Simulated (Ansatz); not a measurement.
Cost and result by functional for the adsorption energy of OH on the 1x1 (111) surface of fcc Rh, one in a 2x2 cell, started at the site 'bridge Rh-Rh (span 2.7 Å)', in Ansatz (plane waves, PAW). Single points on the PBE structure, on one kind of machine; costs are rough ratios of the slab run's core time (references not counted) to the cheapest single point. r2SCAN's cost holds its higher cutoff (500 against 420 eV). Differences are taken against r2SCAN for comparison alone: no measured value is at hand, so the table doesn't rank accuracy.

Model: 18-atom slab, 6.5 Å thick at the start under the adsorbate (thin: gaps and levels are the slab's own), 6x6x1 mesh, Fermi-Dirac 0.1 eV, dipole correction, 8 atoms held, the rest relaxed; no symmetry held; no spin, no spin-orbit, no U, no dispersion correction. At the end it is bonded to 2 Rh. In PBE it is, or lies within 0.03 eV of, the lowest of the starts that converged. These notes are the PBE run's. Adsorption energies are against H2O(g) − ½ H2(g). A negative adsorption energy means that the adsorbate is more stable on the surface than in its reference.

```tsv
functional	relative cost	adsorption energy (eV)	less r2SCAN (eV)
RPBE	1	0.47	0.42
r2SCAN	2	0.05	0.00
PBE (the relaxed run's value)	–	0.27	0.22
```

The values span 0.42 eV, while the single points' costs differ by a factor of roughly 2. Differences are of unrounded values.

Ansatz is a program for electronic structure.
